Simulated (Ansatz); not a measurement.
## Effect of isotropic strain +3.00 % on BN

Base system: BN in the wurtzite structure (space group P6_3mc, No. 186; a = 2.541 Å, c = 4.203 Å).

Modification: an isotropic linear strain of +3.00 %, atoms relaxed at fixed cell.

All numbers come from PBEsol (Ansatz, an electronic-structure program; PAW; 420 eV plane waves; no SOC). k-mesh 15×15×8 (Γ-centred); smearing 0.05 eV (Fermi–Dirac).

Volume per atom: 6.42 Å³ (base 5.88 Å³)
Shortest interatomic distance: 1.605 Å (base 1.559 Å)
Energy relative to the base (free energy F): +53 meV/atom
Pressure (mean of the normal stresses, compression positive): -29.01 GPa (base 0.00 GPa)
Band gap: 5.14 eV (base 4.96 eV)
Gap character: indirect, Γ → K (base indirect, Γ → K)
Smallest direct gap: 7.77 eV (base 8.21 eV)
Mean gap deformation potential ΔEg/Δln V: +1.9 eV
Width of the top valence band: 5.02 eV (base 5.49 eV)
Electron mass: 0.31 mₑ along c, 0.49 mₑ across (at K) (base 0.30 mₑ along c, 0.50 mₑ across (at K))
Valence-band top at Γ (three highest levels, from the VBM): 0.00, 0.00, -0.20 eV (base 0.00, 0.00, -0.28 eV)

Cost of the whole job for the changed cell (relaxation, final SCF and bands): about 11 core-seconds (a rough figure).

Masses are band curvatures over ±0.01 Å⁻¹ around the edge. Stability against distortions was not tested.
